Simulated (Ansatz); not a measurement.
System: corundum Ga2O3 (metastable phase). Method: LDA (PAW; Ansatz, an electronic-structure program).

Run with plane-wave cutoff 520 eV, 6×6×6 k mesh, scalar-relativistic PAW data made under PBE.

Cell (measured lattice):

```
Ga2O3
1.0
    2.49000     1.43760     4.47667
   -2.49000     1.43760     4.47667
    0.00000    -2.87520     4.47667
Ga O
4 6
Direct
  0.14440   0.14440   0.14440
  0.64440   0.64440   0.64440
  0.85560   0.85560   0.85560
  0.35560   0.35560   0.35560
  0.25000   0.94725   0.55275
  0.55275   0.25000   0.94725
  0.75000   0.05275   0.44725
  0.05275   0.44725   0.75000
  0.44725   0.75000   0.05275
  0.94725   0.55275   0.25000
```

Problem. Give the computed Poisson ratio, Young modulus and Voigt–Reuss–Hill shear modulus (Hill average).

Solution. 
Poisson ratio: 0.306
Young modulus: 253 GPa
Voigt–Reuss–Hill shear modulus (Hill average): 97.0 GPa

Note: the cell isn't this level's own, so it is under some stress, which shifts stiffness and frequencies.

Elastic constants are with the ions relaxed.

Static lattice: no zero-point or thermal effects.

It cost around 13 core-minutes (rough) of CPU time.
